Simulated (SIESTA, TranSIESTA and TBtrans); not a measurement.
Run with TranSIESTA and TBtrans (open boundaries, self-consistent; PseudoDojo norm-conserving potentials, scalar-relativistic): Spin polarized, PAO.BasisSize DZP, PAO.EnergyShift 0.15 eV, XC.Authors PBE, Mesh.Cutoff 200 Ry, ElectronicTemperature 300 K, TS.Voltage 0.0 eV, TBT.Elecs.Eta 0.001 eV.

System: Pd chain with one bond stretched by 0.6 Å. Leads: straight Pd chain, spacing 2.5 Å. Geometry: as built, not relaxed. Transport runs along z; the first 6 and the last 6 of the 18 atoms are the lead cells, repeated to infinity.

```xyz
18
Lattice="9.000 0.000 0.000 0.000 9.000 0.000 0.000 0.000 45.600" Properties=species:S:1:pos:R:3 pbc="F F T"
Pd     4.500     4.500     0.000
Pd     4.500     4.500     2.500
Pd     4.500     4.500     5.000
Pd     4.500     4.500     7.500
Pd     4.500     4.500    10.000
Pd     4.500     4.500    12.500
Pd     4.500     4.500    15.000
Pd     4.500     4.500    17.500
Pd     4.500     4.500    20.000
Pd     4.500     4.500    23.100
Pd     4.500     4.500    25.600
Pd     4.500     4.500    28.100
Pd     4.500     4.500    30.600
Pd     4.500     4.500    33.100
Pd     4.500     4.500    35.600
Pd     4.500     4.500    38.100
Pd     4.500     4.500    40.600
Pd     4.500     4.500    43.100
```
Starting moments (μB): atom 7 +0.7, atom 8 +0.7, atom 9 +0.7, atom 10 +0.7, atom 11 +0.7, atom 12 +0.7; lead atoms +0.7 (left) and +0.7 (right).

**Question.** Give the largest eigenchannel transmissions at the Fermi level (four at most) and the total.

**Answer.** Up: 0.85 (total 0.85); down: 0.90, 0.60, 0.60, 0.32 (total 2.42). The magnetic order of the leads was set by the start, and no other order was tried; the separate lead runs end at 0.76 (left) and 0.76 (right) μB an atom. The straight chain is held at its spacing; free chains may zigzag or dimerise.
